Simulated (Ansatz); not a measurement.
## Response to strain in HgSe

Base system: HgSe in the zinc blende structure (space group F-43m, No. 216; a = 6.063 Å). Axes: x, y, z lie along the cube axes.

Strains are applied to the cell and any free atomic positions relax; under biaxial strain the out-of-plane vector relaxes too.

The values are results of LDA (Ansatz, an electronic-structure program), scalar-relativistic without spin-orbit coupling, not measurements.

Notes on the quantities. pressure: mean of the normal stresses, compression positive; energy relative to the base: free energy F.

| case | shortest interatomic distance | pressure | energy relative to the base |
|---|---|---|---|
| base | 2.625 Å | 0.0 GPa | 0 meV/atom |
| biaxial strain −3.00 %, plane normal [001], relaxed out of plane | 2.614 Å | 0.8 GPa | +6.5 meV/atom |
| biaxial strain −1.50 %, plane normal [001], relaxed out of plane | 2.620 Å | ? | +1.6 meV/atom |
| biaxial strain −1.00 %, plane normal [001], relaxed out of plane | 2.622 Å | 0.3 GPa | +0.7 meV/atom |
| biaxial strain −0.50 %, plane normal [001], relaxed out of plane | 2.624 Å | 0.1 GPa | +0.2 meV/atom |
| biaxial strain +0.50 %, plane normal [001], relaxed out of plane | 2.627 Å | -0.1 GPa | +0.2 meV/atom |
| biaxial strain +1.00 %, plane normal [001], relaxed out of plane | 2.629 Å | ? | +0.7 meV/atom |
| biaxial strain +1.50 %, plane normal [001], relaxed out of plane | ? | -0.4 GPa | +1.5 meV/atom |
| biaxial strain +2.50 %, plane normal [001], relaxed out of plane | 2.636 Å | -0.6 GPa | +4.1 meV/atom |
| biaxial strain +3.00 %, plane normal [001], relaxed out of plane | 2.638 Å | -0.7 GPa | +5.8 meV/atom |

Complete the table.


- biaxial strain −1.50 %, plane normal [001], relaxed out of plane, pressure: 0.4 GPa
- biaxial strain +1.00 %, plane normal [001], relaxed out of plane, pressure: -0.3 GPa
- biaxial strain +1.50 %, plane normal [001], relaxed out of plane, shortest interatomic distance: 2.631 Å

The mesh was chosen for an insulator and is coarse for the gapless case. Whether these cells are dynamically stable was not tested. All final runs are without spin polarisation.
